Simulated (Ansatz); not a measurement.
Defect: interstitial Li in monoclinic ZrO2 strained by +1.5 % along x and y, z held, charge state +1. Method: PBE, PAW (plane waves to 420 eV; Ansatz, a first-principles code).

Settings: 96 host sites, the strained lattice (strain from the relaxed PBE one, atoms relaxed), the Γ point alone, smearing 0.01 eV, spin-restricted, no image-charge correction. Energies are static. The charge state is imposed; whether it is stable for some Fermi level was not computed. Sites that were not tried may lie lower.

The step: one Li atom jumps by itself; the atom moves 3.20 Å along (0.00, 0.33, -0.50) of the unit cell; the moving atom starts with neighbours 2 O at 1.83, O at 2.00, O at 2.05 Å and ends with 2 O at 1.83, O at 2.00, O at 2.05 Å. On the band's own sampling the forward barrier is 0.96 eV. Harmonic modes of the moving Li atom alone, all others held, come from finite differences of 0.015 Å. The saddle point's order was not checked.

**Question.** Which three frequencies does the atom have at the start and at the saddle point?

**Answer.** start 9.7, 16.9, 18.4 THz; saddle point 4.2i, 23.2 and 24.2 THz.

**Question.** What attempt frequency and zero-point change of the barrier follow from these modes alone, and what classical rate at 700 K?

**Answer.** ν = (9.7 × 16.9 × 18.4) / (23.2 × 24.2) ≈ 5.4 THz. The zero-point energy changes the barrier by h/2 × (47.4 − 44.9) THz = 0.005 eV. The classical rate is ν exp(−0.96/0.0603) ≈ 700000 s⁻¹. One atom's modes give a rough prefactor, not that of the whole cell.
